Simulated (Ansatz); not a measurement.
Defect migration in monoclinic ZrO2 strained by -1.5 % along x and y, z held: O vacancy, charge state +2. The step: a nearby O atom hops onto the vacant site; the atom moves 1.92 Å along (-0.36, -0.08, -0.13) of the unit cell; from a vacant O site with 3 nearest neighbours to a vacant O site with 4 nearest neighbours; the moving atom starts with neighbours O at 2.58, O at 2.63, O at 2.70; Zr at 2.10, Zr at 2.14, Zr at 2.35, Zr at 2.38 Å and ends with Zr at 2.03, Zr at 2.07, Zr at 2.26 Å. DFT values are from Ansatz (plane-wave PAW, 420 eV unless said) in a cell of 96 host sites, spin-restricted, static, with no finite-size correction. The charge state is imposed; whether it is stable for some Fermi level was not computed. Forms of the defect that were not tried may lie lower. For the PBE band: the saddle point's order was not checked.

```json
[
 {"Level": "CHGNet universal potential (has no charge state), its own band", "Forward barrier (eV)": "0.74", "Cost of the band or of the saddle's single point": "-"},
 {"Level": "PBE, the Γ point alone, band relaxed", "Forward barrier (eV)": "0.86", "Cost of the band or of the saddle's single point": "around 16 core-minutes (rough)"},
 {"Level": "PBE, a 2×2×2 k-point mesh shifted by half a step, same geometries", "Forward barrier (eV)": "0.88", "Cost of the band or of the saddle's single point": "around 5 core-minutes (rough)"}
]
```

Ansatz is an electronic-structure program.
